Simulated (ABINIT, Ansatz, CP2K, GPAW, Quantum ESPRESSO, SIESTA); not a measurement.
## One structure in several programs: TiP (P6_3/mmc, 4 atoms in the cell)

Self-consistent single point.

```
CELL_PARAMETERS angstrom
      4.23391     0.00000     0.00000
     -2.11695     3.66667     0.00000
      0.00000     0.00000     4.87092
ATOMIC_POSITIONS crystal
  Ti 0.66667 0.33333 0.75000
  Ti 0.33333 0.66667 0.25000
  P  0.33333 0.66667 0.75000
  P  0.66667 0.33333 0.25000
```

All programs got the same cell, k-point mesh and kind of occupations (in Ansatz's words: kpoints.mp_grid.grid = 9 9 7; scf.occupations.method = fermi_dirac; scf.occupations.width = 0.1 eV); potentials, basis and cutoffs are each program's usual ones.

```
code                                                                                                                                      model  pressure (GPa)  k-points       cutoff
----------------  -----------------------------------------------------------------------------------------------------------------------------  --------------  --------  -----------
GPAW                                                                                      PBEsol, GPAW PAW datasets PBEsol (made by gpaw-setup)           -3.11        48       800 eV
ABINIT                                                                                       PBEsol, PAW (JTH v2.0 PBE PAW, files made for PBE)           -3.15        48       816 eV
Quantum ESPRESSO                                                                           PBEsol, GBRV 1.5 ultrasoft (PBESOL) pseudopotentials           -3.46        48        50 Ry
Ansatz                                                                                                          PBEsol, PAW files made with PBE           -3.46        48       420 eV
SIESTA            GGA PBEsol, numerical atomic orbitals TZP, PseudoDojo PBEsol standard norm-conserving potentials (rewritten from UPF to PSML)           -4.73       284  grid 400 Ry
CP2K                                                                 PBEsol, GPW, DZVP-MOLOPT-SR-GTH basis, GTH-PBE potentials (GTH_POTENTIALS)           -2.62       284  grid 600 Ry
```

The spread over the programs that give each value: pressure within 2.11 GPa.

The starting cell comes from a database of computed structures (which also holds hypothetical and non-ambient phases and stackings), without a prior relaxation at this level. On Ansatz's run: Spin polarisation is off, so a magnetic state, if there is one, cannot be reached. In the base run, with a pressure of about -3 GPa the cell is away from its equilibrium volume at this level.

Q: Why do the programs differ, and what cannot be compared?

A: Differences of this kind can come from the potentials, where these differ, and from what each basis and cutoff leave unconverged. The zero of total energies and Fermi levels follows the potentials and each program's conventions, so they are not compared here. SIESTA and CP2K use small atom-centred bases, whose incompleteness enters pressures, forces and empty levels differently from a plane-wave cutoff. Ansatz's pressure is given at a fixed set of plane waves, as the other plane-wave codes print theirs. The programs reduce the same mesh by symmetry to different extents, which changes the work and not the result. In the pressure, SIESTA (by 1.43) lies more than 1 GPa from the median of the plane-wave programs.

Left out of this page: Elk and FLEUR (not drawn, or without a comparable value).

Ansatz is a program for electronic structure.

Keys are those of Ansatz 0.2.
